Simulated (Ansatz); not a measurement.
Given:

End structure of the (110) surface of bcc W in its 1x1 cell, outermost plane spacing 2.25 Å in the ideal cut:

```yaml
crystal:
  lattice:
    - [2.75768, 0.00000, 0.00000]
    - [-0.91923, 2.59996, 0.00000]
    - [0.00000, 0.00000, 32.00000]
  atoms:
    - { symbol: W, position: [0.50000, 0.50000, 0.25603] }
    - { symbol: W, position: [0.00000, 0.00000, 0.32384] }
    - { symbol: W, position: [0.50000, 0.50000, 0.39450] }
    - { symbol: W, position: [0.00000, 0.00000, 0.46478] }
    - { symbol: W, position: [0.50000, 0.50000, 0.53522] }
    - { symbol: W, position: [0.00000, 0.00000, 0.60550] }
    - { symbol: W, position: [0.50000, 0.50000, 0.67616] }
    - { symbol: W, position: [0.00000, 0.00000, 0.74397] }
```

Model: 8-atom slab, 15.8 Å thick at the start, 14x14x1 mesh, Fermi-Dirac 0.1 eV, dipole correction, all atoms relaxed; start symmetry kept, larger cells not searched; no spin, no spin-orbit, no U.

Question: What surface energy (mean of both faces) does Ansatz (a quantum-chemistry and plane-wave program) with PBE give?

Answer: 3.24 J/m²

Question: Predict the work function of the top face from PBE.

Answer: 4.78 eV
